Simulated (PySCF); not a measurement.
PySCF 2.14.0, PBE/def2-tzvp, df: Se(NH2)(OSiH3) (N[Se]O[SiH3]), 9 atoms. The geometry is a generated start, not checked to be a minimum at this level.

```
Property                      Result
-------------------  ---------------
task                          energy
method                           pbe
basis                      def2-tzvp
two-electron scheme  density fitting
mol.max_memory               3000 MB
mf.max_cycle                     100
mf.init_guess        minao (default)
mf.DIIS              CDIIS (default)
mf.conv_tol          1e-09 (default)
mf.grids.level           3 (default)
basis functions                  177
grid points                   116632
```

```xyz
9

Se    -0.9186    -0.0943     1.5449
N     -1.0525     1.4917     0.6743
H     -0.8809     2.3053     1.2540
H     -1.9149     1.6066     0.1569
O      0.5815    -0.7390     0.7452
Si     0.9534    -1.0724    -0.8055
H     -0.0111    -2.0046    -1.3955
H      2.2704    -1.6528    -0.5783
H      0.9727     0.1595    -1.5960
```

One run each on 2 threads, 1 BLAS thread. Values of diis_space tried: 3, 5, 8 (default), 12, 20.

### Question
How does the count of Fock builds change with diis_space, and where is it least?

### Answer
Fewest Fock builds, within one of each other: 8 (default) with 14, 12 with 14, 20 with 14. The count rises to 26 at 3. All converge to one solution.

| diis_space | Fock builds | end |
|---|---|---|
| 3 | 26 | same solution |
| 5 | 16 | same solution |
| 8 (default) | 14 | same solution |
| 12 | 14 | same solution |
| 20 | 14 | same solution |
